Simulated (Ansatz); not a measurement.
Defect migration in crystalline InGaZnO4 (ordered Ga and Zn layers): interstitial In, charge state +3. The step: several atoms move together, In the farthest; the atom moves 1.98 Å along (0.33, -0.33, 0.02) of the unit cell; the moving atom starts with neighbours 3 O at 2.13, 3 O at 2.33; 3 Zn at 2.55 Å and ends with O at 2.02, 3 O at 2.07 Å. DFT values are from Ansatz (plane-wave PAW, 420 eV unless said) in a cell of 189 host sites, spin-restricted, static, with no finite-size correction. The charge state is imposed; whether it is stable for some Fermi level was not computed. Sites that were not tried may lie lower. For the PBE band: the saddle point's order was not checked, and it lies on a symmetry element of the cell, where a band can be held.

| Level | Forward barrier (eV) | Cost of the band or of the saddle's single point |
|---|---|---|
| CHGNet universal potential (has no charge state), its own band | 0.24 | - |
| PBE, one k-point at (0.167, 0.250, 0.250), band relaxed | 0.72 | about 8 core-hours (a rough figure) |
| PBE, a 2×2×2 k-point mesh shifted by half a step along c, same geometries | 0.72 | around 70 core-minutes (rough) |
| r2SCAN at 500 eV, one k-point at (0.167, 0.250, 0.250), same geometries | (withheld) | around 27 core-minutes (rough) |

**Question.** What belongs in the gaps?

**Answer.** 
- r2SCAN at 500 eV, one k-point at (0.167, 0.250, 0.250), same geometries, Forward barrier (eV): 0.75

Ansatz is a first-principles code.
